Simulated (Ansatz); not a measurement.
Input:

```yaml
crystal:
  lattice:
    - [2.52885, 1.46003, 4.67724]
    - [-2.52885, 1.46003, 4.67724]
    - [0.00000, -2.92006, 4.67724]
  atoms:
    - { symbol: Ga, position: [0.64511, 0.64511, 0.64511] }
    - { symbol: Ga, position: [0.14511, 0.14511, 0.14511] }
    - { symbol: Ga, position: [0.35489, 0.35489, 0.35489] }
    - { symbol: Ga, position: [0.85489, 0.85489, 0.85489] }
    - { symbol: O, position: [0.75000, 0.44646, 0.05354] }
    - { symbol: O, position: [0.05354, 0.75000, 0.44646] }
    - { symbol: O, position: [0.25000, 0.55354, 0.94646] }
    - { symbol: O, position: [0.55354, 0.94646, 0.25000] }
    - { symbol: O, position: [0.94646, 0.25000, 0.55354] }
    - { symbol: O, position: [0.44646, 0.05354, 0.75000] }
```

No spin polarisation.

All numbers come from Ansatz (an electronic-structure program) PBE, no spin-orbit coupling. Settings: 8×8×8 k-points, 0.05 eV Fermi–Dirac smearing.

Problem. What smallest direct gap does the calculation give?

Solution. 2.29 eV.

Problem. What pressure (mean of the normal stresses, compression positive) does the calculation give?

Solution. -5.09 GPa.

The cells carry an imposed strain or load. Whether these cells are dynamically stable was not tested. The cell was made from Ga$_{2}$O$_{3}$ in the corundum structure (space group R-3c, No. 167) by this change: uniaxial strain ε_zz = +3.00 %.
